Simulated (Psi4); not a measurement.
Psi4 1.11, B3LYP/def2-svp, scf_type dfdirj+snlink: benzothiadiazole (c1ccc2nsnc2c1), 13 atoms. The geometry is a generated start, not checked to be a minimum at this level.

```python
memory 64 GB

molecule mol {
0 1
C     -1.43740000     0.81100000     0.15430000
C     -1.54140000    -0.60040000     0.10520000
C     -0.42790000    -1.45100000    -0.02340000
C      0.83350000    -0.81430000    -0.10360000
N      2.02050000    -1.42770000    -0.22870000
S      3.16560000    -0.22370000    -0.27580000
N      2.20890000     1.12880000    -0.13980000
C      0.94430000     0.68870000    -0.05130000
C     -0.21080000     1.49610000     0.07910000
H     -2.35270000     1.39540000     0.25540000
H     -2.53290000    -1.05020000     0.17030000
H     -0.52300000    -2.52920000    -0.05960000
H     -0.14670000     2.57650000     0.11800000
}

set {
  basis def2-svp
  scf_type dfdirj+snlink
}

energy('b3lyp')
print_variables()
```

```bash
OMP_NUM_THREADS=32 psi4 -n 32 -o stdout input.dat
```

The program reports basis functions: 150, grid points: 271019.

It runs on a single node (AMD EPYC (Zen 5), 96 cores on 1 socket, no SMT, 12 L3 cache groups; 94 cores' worth of CPU time may be used).

On 32 threads this takes 7.7 s. Times are wall-clock medians of two to five runs, from launch to exit, with nothing else on the machine. Processes are pinned to neighbouring cores unless said otherwise. Build: conda-forge: OpenMP (LLVM), MKL, Libint2. Other compilers and libraries give other times. Scratch files lie in a memory file system.

Task: Speed this job up; the result has to stay within 1.0 meV/atom in energy. Keep to 32 cores.

Result: One answer among several that fit: going from scf_type = dfdirj+snlink to scf_type = df (default), one of the fastest of the measured ones that keep the result.

```diff
-  scf_type dfdirj+snlink
```

Time: 7.7 s to 2.9 s (2.6× as fast). The largest move is in J and K builds (JK): 5.0 s to 0.24 s. What the program resolved moves too: JK builder from CompositeJK and snLinK to MemDFJK. These two results differ by: energy 0.17 meV/atom. Others tried: scf_type = mem_df, incfock = not set (3.0 s); scf_type = disk_df, incfock = not set (3.0 s); scf_type = direct, incfock = false (default), df_scf_guess = true (default) (3.3 s); scf_type = direct, incfock = true, df_scf_guess = true (default) (3.4 s); scf_type = direct, incfock = false (default), df_scf_guess = false (3.6 s); scf_type = dfdirj+link, incfock = true (3.8 s); scf_type = dfdirj+link, incfock = false (default) (3.8 s); scf_type = pk, incfock = not set (5.1 s); scf_type = cd, incfock = not set (5.9 s); scf_type = dfdirj+cosx, incfock = true (5.9 s); scf_type = dfdirj+cosx, incfock = false (default) (6.2 s). Repeats scatter by up to 10 %. Launch, exit and the like take 0.97 s of the 2.9 s.
